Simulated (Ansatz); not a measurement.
A self-consistent single point of BaTiO₃ (Amm2, 5 atoms in the cell) with Ansatz (a first-principles code).

Level of theory: LDA (PW92), harder PAW files (source: ansatz) made with PBE (plane waves; Ansatz).

```xyz
5
Lattice="4.0032 0.0000 0.0000 0.0000 2.8769 2.8897 0.0000 -2.8769 2.8897" Properties=species:S:1:pos:R:3 pbc="T T T"
Ba     0.0000     0.0000     0.0697
Ti     2.0016     0.0000     2.9966
O      2.0016     1.4013     4.2472
O      2.0016    -1.4013     4.2472
O      0.0000     0.0000     2.8215
```

Reference input (self-consistent single point, DFT, LDA (PW92), plane waves, default PAW files made with PBE): basis.ecutwfc = 30.9 Ry; kpoints.mp_grid.grid = 6 6 6; hamiltonian.xc = lda; hamiltonian.pseudopotentials = {kind: paw} (the program's default PAW files); scf.occupations.method = fixed. This run's input differs from it in these lines:

Ansatz 0.2 input:
```diff
@@ -13,3 +13,3 @@
 basis:
-  ecutwfc: 30.9 Ry
+  ecutwfc: 82.0 Ry
 kpoints:
@@ -18,3 +18,3 @@
   xc: lda
-  pseudopotentials: { kind: paw }
+  pseudopotentials: { kind: paw, source: ansatz }
 scf:
```

Output, abridged:

```
SCF iter   1: F=—  HF=-9892.308727 eV  |F-HF|=—  |Δ(HF+E_count)|=         —  Δρ=8.72e-2  dr2=6.63e0  ethr=3.10e-3  ⟨swp⟩=4.6  Hψ=5158  notcnv=0  defer=93
all-band conjugate gradients solve this SCF's bands
preconditioner: auto → Resta (q_TF=auto, 2.506 Å⁻¹)
SCF iter   2: F=—  HF=-9890.569085 eV  |F-HF|=—  |Δ(HF+E_count)|=    1.74e0  Δρ=4.88e-2  dr2=9.55e-1  ethr=3.10e-3  ⟨swp⟩=3.6  Hψ=3158  notcnv=0  defer=107
   [... lines left out ...]
SCF iter   8: F=—  HF=-9890.247253 eV  |F-HF|=—  |Δ(HF+E_count)|=   2.15e-4  Δρ=4.16e-4  dr2=1.52e-4  ethr=3.37e-6  ⟨swp⟩=2.0  Hψ=1715  notcnv=0  defer=156
SCF iter   9: F=—  HF=-9890.247221 eV  |F-HF|=—  |Δ(HF+E_count)|=   3.19e-5  Δρ=1.59e-5  dr2=1.37e-7  ethr=3.79e-7  ⟨swp⟩=2.0  Hψ=1404  notcnv=0  defer=84
SCF iter  10: F=—  HF=-9890.247177 eV  |F-HF|=—  |Δ(HF+E_count)|=   4.41e-5  Δρ=3.09e-6  dr2=2.73e-9  ethr=2.50e-10  ⟨swp⟩=13.8  Hψ=8312  notcnv=0
SCF iter  11: F=-9890.247177 eV  HF=-9890.247177 eV  |F-HF|=3.07e-10  |Δ(HF+E_count)|=  1.35e-10  Δρ=8.04e-7  dr2=3.74e-10  ethr=6.83e-12  ⟨swp⟩=1.9  Hψ=3834  notcnv=0
SCF 1 converged in 11 iterations: F = -9890.247177 eV  dr2 = 3.74e-10
Free energy (F): -9890.247177 eV
Internal energy: -9890.247177 eV  (E = F + TS)
E sigma→0 (E₀):  -9890.247177 eV
Fermi energy:    9.421860 eV
--- Forces (eV/Å), atoms counted from 1 ---
  atom   1  Ba     0.00000000     0.00000000    -0.13685189
  atom   2  Ti     0.00000000    -0.00000000     0.56280474
  atom   3  O     -0.00000000    -0.19111573    -0.20854962
  atom   4  O     -0.00000000     0.19111573    -0.20854962
  atom   5  O     -0.00000000     0.00000000    -0.00886020
--- Stress (GPa, compression-positive) ---
      -11.392985       0.000000       0.000000
        0.000000     -11.322024      -0.000000
        0.000000      -0.000000     -10.861398
  P = ⅓ Tr σ = -11.1921 GPa (-111.921 kbar)
  The stress holds the Pulay correction. Without it, at fixed plane waves, as pw.x and ABINIT print it: P = -11.2018 GPa
```

The run converged in 11 iterations. Against the reference run the pressure goes from -11.30 to -11.19 GPa, the largest force goes from 0.587 to 0.563 eV/Å and the gap on the mesh hardly changes (2.086 to 2.083 eV).

The starting cell comes from a database of computed structures (which also holds hypothetical and non-ambient phases and stackings), without a prior relaxation at this level. Its lattice was rescaled by up to half a per cent. One atom was moved a little off its site on purpose. Ansatz's pressure includes its estimate of the finite-basis (Pulay) stress.

Cost on one core of a shared machine: roughly 40 s.
